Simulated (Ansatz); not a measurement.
The reference is Mg$_{2}$Si (space group Fm-3m, No. 225; a = 6.326 Å). Axes: x, y, z lie along the cube axes.

Computed with PBEsol (Ansatz, an electronic-structure program; PAW; 420 eV plane waves; spin-orbit coupling left out).

The change: uniaxial strain ε_zz = +3.63 %, all other strain components held at zero, atoms relaxed at fixed cell.

Question: Predict the stress tensor and what it implies for the stiffness.

Answer: Stress of the strained cell less that of the base (GPa, compression positive):
```
  -0.77    0.00    0.00
   0.00   -0.77    0.00
   0.00    0.00   -3.99
```

Then −Δσ_ii/ε with ε = 0.0363 gives secant stiffness values (nonlinear terms included at this strain): C33 ≈ 110 GPa, C13 ≈ 21 GPa and C23 ≈ 21 GPa.

As a check, the harmonic strain energy −½ V₀ Δσ:ε is 9.5 meV/atom; the computed energy rise is 9.8 meV/atom.

Whether these cells are dynamically stable was not tested.
